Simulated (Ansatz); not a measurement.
```
CELL_PARAMETERS angstrom
     11.00000     0.00000     0.00000
      0.00000    11.00000     0.00000
      0.00000     0.00000     4.95344
ATOMIC_POSITIONS crystal
  Mo 0.50000 0.50000 0.04860
  Mo 0.50000 0.50000 0.43140
```

All values below come from PBE (plane waves to 420 eV, PAW; Ansatz, a first-principles code). Mesh 1×1×70. Collinear spin, started with parallel moments, which vanish. Isolated but for its images some 11 Å away. A hypothetical model. Symmetry and one short period hold its shape; lower forms weren't sought. Values not marked SOC lack spin–orbit coupling.

Task: Tabulate the two highest filled and two lowest empty levels along the axis, from the valence top.

Result: 
```tsv
k (2π/c)	v2 (eV)	v1 (eV)	c1 (eV)	c2 (eV)
0.000	-1.16	-1.16	1.33	1.33
0.042	-1.16	-1.16	1.32	1.32
0.083	-1.15	-1.15	1.31	1.31
0.125	-1.14	-1.14	1.28	1.28
0.167	-1.12	-1.12	1.24	1.24
0.208	-1.10	-1.10	1.20	1.20
0.250	-1.07	-1.07	1.16	1.16
0.292	-1.05	-1.05	1.11	1.11
0.333	-1.02	-0.88	1.07	1.07
0.375	-1.00	-0.62	1.03	1.03
0.417	-0.98	-0.34	1.00	1.00
0.458	-0.97	-0.10	0.98	0.98
0.500	-0.97	0.00	0.98	0.98
```
